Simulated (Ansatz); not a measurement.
MgH2 in the rutile structure (space group P4_2/mnm, No. 136)

```xyz
6
Lattice="4.5173 0.0000 0.0000 0.0000 4.5173 0.0000 0.0000 0.0000 3.0129" Properties=species:S:1:pos:R:3 pbc="T T T"
Mg     0.0000     0.0000     0.0000
Mg     2.2586     2.2586     1.5064
H      1.3751     1.3751     0.0000
H      3.6338     0.8835     1.5064
H      0.8835     3.6338     1.5064
H      3.1422     3.1422     0.0000
```

The values are results of PBE/PAW in Ansatz (an electronic-structure program), without spin-orbit coupling, not measurements. Γ-centred 7×7×11 mesh, Fermi–Dirac width 0.05 eV.

```json
{
 "volume_per_atom": "10.25 Å³",
 "density": "1.42 g/cm³",
 "band_gap": "3.73 eV (uncertain: the edges found on the path are not clean extrema)",
 "total_energy": "-652.031 eV/atom (σ→0; compares only within this code and set-up)"
}
```

No phonon test of stability was made.
